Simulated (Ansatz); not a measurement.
Functionals compared on CH3 on the 1x1 (111) surface of fcc Au (the real clean face reconstructs), one in a 2x2 cell, started at the site 'top Au', in Ansatz (plane waves, PAW). The structure was relaxed with PBE; the other rows are single points on it, each with its references at the same level. Cutoff 420 eV (500 eV for r2SCAN).

Set-up: 20 atoms, 7.2 Å thick at the start under the adsorbate (thin: gaps and levels are the slab's own); mesh 6x6x1; 0.1 eV smearing; dipole correction on; 8 atoms held, the rest relaxed; start symmetry kept, larger cells not searched; spin-polarised, no spin-orbit, no U, no dispersion correction. The starting moment vanished. At the end it is bonded to Au. In PBE it is, or lies within 0.03 eV of, the lowest of the starts that converged. These notes are the PBE run's. r2SCAN: The program's check for a lower electronic state was not made. Adsorption energies are against CH4(g) − ½ H2(g). A negative adsorption energy means that the adsorbate is more stable on the surface than in its reference.

| functional | adsorption energy (eV) | work function of the top face (eV) | change of the work function (eV) | magnetic moment of the cell (μB) | rough cost of the single point |
|---|---|---|---|---|---|
| PBE | 1.20 | 4.52 | -0.60 | 0.00 | – |
| RPBE | 1.34 | 4.41 | -0.53 | 0.00 | around 5 core-minutes (rough) |
| r2SCAN | … | … | … | 0.00 | around 9 core-minutes (rough) |

Fill in the missing entries.


- r2SCAN, adsorption energy (eV): 1.12
- r2SCAN, work function of the top face (eV): 4.52
- r2SCAN, change of the work function (eV): -0.62

Ansatz is a quantum-chemistry and plane-wave program.
